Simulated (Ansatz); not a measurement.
We consider cubic perovskite KNiF3, described by HSE06 (PAW; Ansatz, a program for electronic structure).

Run with plane-wave cutoff 460 eV, 6×6×6 k mesh, Fermi–Dirac smearing 0.01 eV, spin-polarised with parallel moments, scalar-relativistic PAW data made under PBE.

The cell is scaled about its equilibrium volume:

```json
[
 {"V (Å³/atom)": "12.496", "P (GPa)": "4.83", "direct gap at Γ (eV)": "6.567", "smallest gap on the k mesh (eV)": "5.181"},
 {"V (Å³/atom)": "12.825", "P (GPa)": "2.29", "direct gap at Γ (eV)": "6.536", "smallest gap on the k mesh (eV)": "5.223"},
 {"V (Å³/atom)": "13.154", "P (GPa)": "0.09", "direct gap at Γ (eV)": "6.507", "smallest gap on the k mesh (eV)": "5.258"},
 {"V (Å³/atom)": "13.313", "P (GPa)": "-0.87", "direct gap at Γ (eV)": "6.494", "smallest gap on the k mesh (eV)": "5.273"},
 {"V (Å³/atom)": "13.483", "P (GPa)": "-1.82", "direct gap at Γ (eV)": "6.481", "smallest gap on the k mesh (eV)": "5.287"},
 {"V (Å³/atom)": "13.811", "P (GPa)": "-3.48", "direct gap at Γ (eV)": "6.457", "smallest gap on the k mesh (eV)": "5.310"}
]
```

The fundamental gap (5.26 eV at the equilibrium volume, on the SCF mesh) lies elsewhere than Γ–Γ.

Note: the magnetic order was assumed, not searched for or taken from measurement.
